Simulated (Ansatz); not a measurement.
## SnTe (model structure, started from the 4H type, P6₃mc, No. 186, 8 atoms in the cell): lattice constant a by level of theory

No measured value is used here.

```json
[
 {"level (code)": "PBE (Ansatz)", "value (Å)": "5.439"},
 {"level (code)": "PBEsol (Ansatz)", "value (Å)": "5.336"},
 {"level (code)": "PBE-D3(BJ) (Ansatz)", "value (Å)": "5.385"}
]
```

PBE-D3(BJ): a distance lies near a switch of the dispersion term, which can move the cell. Ansatz's density-functional and Hartree–Fock values are scalar-relativistic unless marked +SOC, with PAW data made under PBE.

A model structure was made by putting elements into a prototype or built by hand; it is no filed structure, need not be a known phase, and can be a saddle point held by its symmetry.

Ansatz is an electronic-structure program.
